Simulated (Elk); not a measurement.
Input and output of a self-consistent single point for PtAl₂ (Fm-3m, 3 atoms in the cell) (Elk).

Level of theory: PBE, all-electron FP-LAPW, Elk's shipped species files, LAPW+lo basis (Elk).

The change in words: lattice scaled by 0.98. Reference geometry:
```
PtAl2
1.0
    0.00000     2.94407     2.94407
    2.94407     0.00000     2.94407
    2.94407     2.94407     0.00000
Al Pt
2 1
Direct
  0.25000   0.25000   0.25000
  0.75000   0.75000   0.75000
  0.00000   0.00000   0.00000
```

Reference input (self-consistent single point, DFT, PBE, all-electron FP-LAPW, Elk's shipped species files, LAPW+lo basis): xctype = 20; rgkmax = 8; swidth = 0.00499791 Ha; ngridk = 8 8 8; gmaxvr = 16 1/bohr; nxoapwlo = 1; rmtscf = 0.9; maxscl = 100. This run's input differs from it in these lines:

```diff
@@ -25,5 +25,5 @@
 avec
-    0.0000000000    5.5634784328    5.5634784328
-    5.5634784328    0.0000000000    5.5634784328
-    5.5634784328    5.5634784328    0.0000000000
+    0.0000000000    5.4522094689    5.4522094689
+    5.4522094689    0.0000000000    5.4522094689
+    5.4522094689    5.4522094689    0.0000000000
```

The program printed (abridged):

```
│ Self-consistent loop started │
│ Loop number : 1 │
 total energy                :     -18912.4469596
│ Loop number : 2 │
 total energy                :     -18913.5196021
RMS change in Kohn-Sham potential (target) :   0.6013185605     (  0.1000000000E-05)
Absolute change in total energy (target)   :    1.072642494     (  0.1000000000E-03)
│ Loop number : 3 │
 total energy                :     -18912.9968829
RMS change in Kohn-Sham potential (target) :   0.5896057748     (  0.1000000000E-05)
Absolute change in total energy (target)   :   0.2545586026     (  0.1000000000E-03)
│ Loop number : 4 │
   [... lines left out ...]
Absolute change in total energy (target)   :   0.4003302165E-03 (  0.1000000000E-03)
│ Loop number : 14 │
 total energy                :     -18932.6356658
RMS change in Kohn-Sham potential (target) :   0.4526588676E-06 (  0.1000000000E-05)
Absolute change in total energy (target)   :   0.1726961382E-03 (  0.1000000000E-03)
│ Loop number : 15 │
 total energy                :     -18932.6356202
RMS change in Kohn-Sham potential (target) :   0.1049550926E-06 (  0.1000000000E-05)
Absolute change in total energy (target)   :   0.8875786079E-04 (  0.1000000000E-03)
Convergence targets achieved

│ Loop number : 16 │

Energies :
 Fermi                       :     0.334182446747
 total energy                :     -18932.6356110

Density of states at Fermi energy :    34.66285502
 (states/Hartree/unit cell)

Estimated indirect band gap :   0.2373601963E-02
 from k-point     10 to k-point     13
Estimated direct band gap   :   0.4082277783E-01
 at k-point     24

Charges :
 core                        :    56.00000000
 valence                     :    48.00000000
 interstitial                :    5.207853694
 muffin-tins (core leakage)
  species :    1 (Al)
   atom    1                 :    10.91104802     (  0.1533894491E-02)
   atom    2                 :    10.91104802     (  0.1533894491E-02)
  species :    2 (Pt)
   atom    1                 :    76.97005026     (  0.7035292103E-03)
 total in muffin-tins        :    98.79214631
 total calculated charge     :    103.9815842
 total charge                :    104.0000000
 error                       :   0.1841584151E-01

│ Self-consistent loop stopped │
```

The run converged in 16 iterations. The count includes the last loop, which Elk runs after its targets are met. Against the reference run the free energy goes up by 57.9 meV/atom.

The starting cell has typed, rounded lattice constants, without a prior relaxation at this level. Its lattice was rescaled by a random factor within 2.5 % of one. For this run, on top of that: lattice scaled by 0.98. Spin-orbit coupling is off. Spin polarisation is off. Values depend on the basis (sphere radii, cutoffs, local orbitals), which need not be converged. The log's line on a gap gives a spacing of levels on this mesh, which the program prints for metals too.
